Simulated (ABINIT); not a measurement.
Worked example: self-consistent single point of TiNbB4 (P6/mmm, 6 atoms in the cell) in ABINIT.

Level of theory: LDA (PW92), norm-conserving pseudopotentials (PseudoDojo nc-sr-04 LDA standard) (plane waves; ABINIT).

```xyz
6
Lattice="3.0870 0.0000 0.0000 -1.5435 2.6734 0.0000 0.0000 0.0000 6.5994" Properties=species:S:1:pos:R:3 pbc="T T T"
Ti     0.0000     0.0000     3.2997
Nb     0.0000     0.0000     0.0000
B      0.0000     1.7823     4.8887
B      1.5435     0.8911     1.7108
B      1.5435     0.8911     4.8887
B      0.0000     1.7823     1.7108
```

Reference input (self-consistent single point, DFT, PBEsol, plane waves, norm-conserving pseudopotentials (PseudoDojo nc-sr-04 PBEsol standard)): pseudos = [Ti.upf, Nb.upf, B.upf]; ecut = 1143 eV; ixc = -116133; occopt = 3; tsmear = 0.1 eV; ngkpt = 10 10 4; nshiftk = 1; shiftk = 0 0 0; potentials = PseudoDojo nc-sr-04 PBEsol standard; nband = 25; kptopt = 1; nstep = 50. This run's input differs from it in these lines:

```diff
@@ -1,2 +1,2 @@
-# TiNbB4, PseudoDojo nc-sr-04 PBEsol standard
+# TiNbB4, PseudoDojo nc-sr-04 LDA standard
 pp_dirpath "./"
@@ -20,3 +20,3 @@
 ecut 1143 eV
-ixc -116133
+ixc 7
 occopt 3
```

Its files differ too (potentials: PseudoDojo nc-sr-04 PBEsol standard → PseudoDojo nc-sr-04 LDA standard).

The program printed (abridged):

```
--- !BeginCycle
solver: {iscf: 7, nstep: 50, nline: 4, wfoptalg: 0, }
tolerances: {tolvrs: 1.00E-11, }
...

     iter   Etot(hartree)      deltaE(h)  residm     vres2
 ETOT  1  -132.99556921716    -1.330E+02 1.086E-01 6.850E+03
 ETOT  2  -132.34433138566     6.512E-01 1.200E-01 8.485E+03
 ETOT  3  -133.41610182386    -1.072E+00 3.205E-02 7.060E+03
 ETOT  4  -133.73133161265    -3.152E-01 1.983E-02 4.085E+01
 ETOT  5  -133.73446506895    -3.133E-03 9.843E-02 9.187E+00
   [... 19 lines left out ...]
 ETOT 25  -133.73550194901    -1.961E-12 4.306E-04 6.429E-10
 ETOT 26  -133.73550194901    -3.865E-12 3.490E-04 5.257E-10
 ETOT 27  -133.73550194901     1.961E-12 4.066E-04 4.544E-10
 ETOT 28  -133.73550194901     6.821E-13 3.206E-04 6.253E-12
 At SCF step   28       vres2   =  6.25E-12 < tolvrs=  1.00E-11 =>converged.

 Cartesian components of stress tensor (hartree/bohr^3)
  sigma(1 1)=  5.19035274E-04  sigma(3 2)=  0.00000000E+00
  sigma(2 2)=  5.19035272E-04  sigma(3 1)=  0.00000000E+00
  sigma(3 3)=  5.44575508E-04  sigma(2 1)= -7.91358768E-13

 ----iterations are completed or convergence reached----

 reduced coordinates (array xred) for    6 atoms
       0.000000000000      0.000000000000      0.500000000000
       0.000000000000      0.000000000000     -0.000000000000
       0.333333333333      0.666666666667      0.740770000002
       0.666666666667      0.333333333333      0.259229999998
       0.666666666667      0.333333333333      0.740770000002
       0.333333333333      0.666666666667      0.259229999998
 cartesian forces (eV/Angstrom) at end:
   [... lines left out ...]
 Fermi (or HOMO) energy (hartree) =   0.48606   Average Vxc (hartree)=  -0.48457
   [... lines left out ...]
total_energy        : -1.33735501949009E+02
total_energy_eV     : -3.63912807924426E+03
band_energy         : -9.05385154387955E+00
...

-Cartesian components of stress tensor (GPa)         [Pressure= -1.5521E+01 GPa]
- sigma(1 1)=  1.52705424E+01  sigma(3 2)=  0.00000000E+00
- sigma(2 2)=  1.52705423E+01  sigma(3 1)=  0.00000000E+00
- sigma(3 3)=  1.60219619E+01  sigma(2 1)= -2.32825749E-08

 Calculation completed.
```

The run converged in 28 iterations. Against the reference run the pressure goes from -9.75 to -15.52 GPa and the largest force goes from 0.103 to 0.089 eV/Å.

The starting cell comes from a database of computed structures (which also holds hypothetical and non-ambient phases and stackings), without a prior relaxation at this level. Its lattice was rescaled by a random factor within 2.5 % of one. Spin polarisation is off. With a pressure of about -16 GPa the cell is away from its equilibrium volume at this level.

Cost on one core of a shared machine: roughly 5 min.
